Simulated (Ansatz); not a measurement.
# Short convergence ladders for Ge (P6_3/mmc, 4 atoms in the cell)

```
Ge
1.0
    3.97760     0.00000     0.00000
   -1.98880     3.44470     0.00000
    0.00000     0.00000     6.56638
Ge
4
Direct
  0.66667   0.33333   0.06290
  0.33333   0.66667   0.93710
  0.33333   0.66667   0.56290
  0.66667   0.33333   0.43710
```

Base method: LDA (PW92), default PAW files made with PBE (plane waves; Ansatz, a quantum-chemistry and plane-wave program).

Base settings: basis.ecutwfc = 420 eV; kpoints.mp_grid.grid = 10 10 5; hamiltonian.xc = lda; hamiltonian.pseudopotentials = {kind: paw} (the program's default PAW files); scf.occupations.method = fermi_dirac; scf.occupations.width = 0.1 eV.

Core times come from one kind of shared machine, to one figure; runs under 30 s give none.

**Zone-centre phonons against the cutoff**

In this ladder: phonons.method = dfpt.

The mesh stays at the base's, so the ladder's end is converged at best in this setting alone.

Frequencies are those of the unrelaxed cell, without the LO-TO term of polar crystals.

Only quantities that move along the ladder and can be compared are tabulated.

| basis.ecutwfc | highest zone-centre frequency (cm⁻¹) | lowest optical frequency (cm⁻¹) | core time / last (rough) |
|---|---|---|---|
| 210 eV | 239.8 | 81.7 | 0.2 |
| 250 eV | 295.6 | 45.5 | 0.3 |
| 295 eV | 284.3 | 52.7 | 0.2 |
| 355 eV | 285.3 | 53.5 | 0.3 |
| 420 eV | 285.6 | 53.7 | 0.3 |
| 630 eV | 285.6 | 53.7 | 1 |

Coarsest basis.ecutwfc that holds the lowest optical frequency within 10 cm⁻¹ of the last step, with all finer ones: 250 eV, at about 0.3 of the last step's time; the step before is off by 28 cm⁻¹.

Coarsest basis.ecutwfc that holds the highest zone-centre frequency within 1 cm⁻¹ of the last step, with all finer ones: 355 eV, at about 0.3 of the last step's time; the step before is off by 1.4 cm⁻¹.

**The force threshold of a relaxation**

On Ge (P3m1, 4 atoms in the cell): one atom moved by 0.15 angstrom.

In this ladder: relax = atoms.

The mesh stays at the base's, so the ladder's end is converged at best in this setting alone.

Only quantities that move along the ladder and can be compared are tabulated.

```tsv
relax.f_tol	largest force left (eV/Å)	relaxation steps	core time / last (rough)
0.2 eV/Å	0.0283	3	0.7
0.1 eV/Å	0.0284	4	1
0.05 eV/Å	0.0285	4	1
0.03 eV/Å	0.0286	4	1
0.02 eV/Å	0.0024	4	1
0.01 eV/Å	0.0024	4	1
0.005 eV/Å	0.0025	5	1
0.001 eV/Å	0.0001	5	1
```

Coarsest relax.f_tol that holds the largest force left within 0.005 eV/Å of the last step, with all finer ones: 0.02 eV/Å; the step before is off by 0.028 eV/Å.

On the base run: the starting cell comes from a database of computed structures (which also holds hypothetical and non-ambient phases and stackings), without a prior relaxation at this level. Its lattice was rescaled by up to half a per cent.

Keys are those of Ansatz 0.2.
